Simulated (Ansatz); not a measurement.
Consider interstitial Li in rock-salt PbS, charge state +1. The step: a concerted move, in which Li travels most; the atom moves 3.00 Å along (0.00, 0.00, -0.50) of the unit cell; the moving atom starts with neighbours 4 Pb at 2.91; S at 2.50, 2 S at 2.51, S at 2.52 Å and ends with 4 Pb at 2.91; S at 2.50, 2 S at 2.51, S at 2.52 Å. DFT values are from Ansatz (plane-wave PAW, 420 eV unless said) in a cell of 64 host sites, spin-restricted, static, with no finite-size correction. The charge state is imposed; whether it is stable for some Fermi level was not computed. Sites that were not tried may lie lower. For the PBE band: the saddle point's order was not checked, and it lies on a symmetry element of the cell, where a band can be held.

```
Level                                                                    Forward barrier (eV)  Cost of the band or of the saddle's single point
-----------------------------------------------------------------------  --------------------  ------------------------------------------------
CHGNet universal potential (has no charge state), its own band                           0.46                                                 -
PBE, one k-point at (0.250, 0.250, 0.250), band relaxed                                  0.60                    around 60 core-minutes (rough)
PBE, a 2×2×2 k-point mesh shifted by half a step, same geometries                        0.62                      very roughly 10 core-minutes
r2SCAN at 500 eV, one k-point at (0.250, 0.250, 0.250), same geometries                     …                       very roughly 5 core-minutes
```

Task: Complete the blanks.

Result: 
- r2SCAN at 500 eV, one k-point at (0.250, 0.250, 0.250), same geometries, Forward barrier (eV): 0.56

Ansatz is a quantum-chemistry and plane-wave program.
